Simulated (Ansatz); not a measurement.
## A computed series for SrTiO3: response to strain

Take SrTiO₃ in the cubic perovskite structure (space group Pm-3m, No. 221) as the base.

```
SrTiO3
1.0
    3.89114     0.00000     0.00000
    0.00000     3.89114     0.00000
    0.00000     0.00000     3.89114
Sr Ti O
1 1 3
Cartesian
  0.00000   0.00000   0.00000
  1.94557   1.94557   1.94557
  1.94557   0.00000   1.94557
  0.00000   1.94557   1.94557
  1.94557   1.94557   0.00000
```

Cartesian axes are those of the cell as printed.

Strains are applied to the cell and any free atomic positions relax.

Calculations: PBEsol in Ansatz (plane waves to 420 eV, PAW, no spin-orbit coupling).

Notes on the quantities. pressure: mean of the normal stresses, compression positive; energy relative to the base: free energy F.

```csv
change,pressure,energy relative to the base,band gap,volume per atom,smallest direct gap
base,-0.01 GPa,0 meV/atom,1.85 eV,11.78 Å³,2.19 eV
uniaxial strain ε_zz = +0.60 %,-1.09 GPa,+0.4 meV/atom,1.83 eV,11.85 Å³,2.18 eV
uniaxial strain ε_zz = +1.80 %,-3.11 GPa,+3.9 meV/atom,1.78 eV,12.00 Å³,2.16 eV
uniaxial strain ε_zz = +2.40 %,-4.04 GPa,+6.8 meV/atom,1.76 eV,12.07 Å³,2.15 eV
uniaxial strain ε_zz = +3.00 %,-4.92 GPa,+10 meV/atom,1.74 eV,12.14 Å³,2.14 eV
```

Stability against distortions was not tested. The final runs are not spin-polarised. Many cubic perovskites are stable only at high temperature; tilts and polar distortions were not tested.

Ansatz is a quantum-chemistry and plane-wave program.
